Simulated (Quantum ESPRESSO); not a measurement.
# Habitual settings against a tight run: Ta (Im-3m, 1 atom in the cell)

Self-consistent single point.

```
CELL_PARAMETERS angstrom
     -1.66734     1.66734     1.66734
      1.66734    -1.66734     1.66734
      1.66734     1.66734    -1.66734
ATOMIC_POSITIONS crystal
  Ta 0.00000 0.00000 0.00000
```

Computed with LDA (PZ), GBRV 1.5 ultrasoft (LDA) pseudopotentials (plane waves; Quantum ESPRESSO 7.5).

Base settings: ecutwfc = 40 Ry; ecutrho = 320 Ry; occupations = smearing; smearing = mp; degauss = 0.0073499 Ry; potentials = {Ta: ta_lda_v1.uspp.F.UPF}; K_POINTS = automatic 9 9 9 1 1 1; conv_thr = 1e-10 Ry; mixing_beta = 0.3.

Tight run (finer mesh or higher cutoff; not a proven limit): ecutwfc: 40 Ry → 56 Ry; ecutrho: 320 Ry → 448 Ry; conv_thr: 1e-10 Ry → 7.3e-11 Ry; K_POINTS: automatic 9 9 9 1 1 1 → automatic 13 13 13 1 1 1. It gave Fermi level (on the code's own zero) 17.68 eV; pressure -14.07 GPa.

Quick runs, as changes from the base:
- A: the base itself
- B: ecutwfc: 40 Ry → 28 Ry; ecutrho: 320 Ry → 224 Ry; K_POINTS: automatic 9 9 9 1 1 1 → automatic 4 4 4 1 1 1
- C: K_POINTS: automatic 9 9 9 1 1 1 → automatic 4 4 4 1 1 1
- D: ecutwfc: 40 Ry → 24 Ry; ecutrho: 320 Ry → 192 Ry; conv_thr: 1e-10 Ry → 7.3e-05 Ry; K_POINTS: automatic 9 9 9 1 1 1 → automatic 3 3 3 1 1 1
- E: degauss: 0.0073499 Ry → 0.036749 Ry; conv_thr: 1e-10 Ry → 7.3e-06 Ry; pseudopotentials: {Ta: ta_lda_v1.uspp.F.UPF} → {Ta: Ta_pbe_v1.uspp.F.UPF}; K_POINTS: automatic 9 9 9 1 1 1 → automatic 2 2 2 1 1 1; input_dft: default → pbesol [PBEsol]
- F: ecutwfc: 40 Ry → 30 Ry; ecutrho: 320 Ry → 240 Ry; smearing: mp → fd; degauss: 0.0073499 Ry → 0.0099958 Ry; pseudopotentials: {Ta: ta_lda_v1.uspp.F.UPF} → {Ta: Ta_pbe_v1.uspp.F.UPF}; K_POINTS: automatic 9 9 9 1 1 1 → automatic 6 6 6 1 1 1; input_dft: default → pbesol [PBEsol]

Energies are extrapolated to zero smearing width, which holds to low order in the width alone (under cold and Methfessel-Paxton smearing the free energy itself is taken).

Dashes: pressure of D, E, not trusted under this conv_thr with d or f elements; energy of E, F, another energy zero.

† marks runs with another functional, U, potentials or spin treatment: their distance from the tight run is not a convergence error alone.

The count of work is k-points × plane waves × bands × iterations; it is no time. 

The starting cell comes from a database of computed structures (which also holds hypothetical and non-ambient phases and stackings), without a prior relaxation at this level. Its lattice was rescaled by a random factor within 2.5 % of one. Spin polarisation is off. In the base run, with a pressure of about -17 GPa the cell is away from its equilibrium volume at this level.

```
run  energy less tight (meV/atom)  pressure less tight (GPa)  count of work / tight
---  ----------------------------  -------------------------  ---------------------
A                            37.2                      -3.13                   0.34
B                            20.0                      -5.25                  0.031
C                           -74.2                      -6.69                  0.048
D                           477.5                          –                 0.0074
E†                              –                          –                 0.0077
F†                              –                       3.42                  0.072
```

Among the runs at the tight run's level, the energy misses run from 20.0 to 477.5 meV/atom.
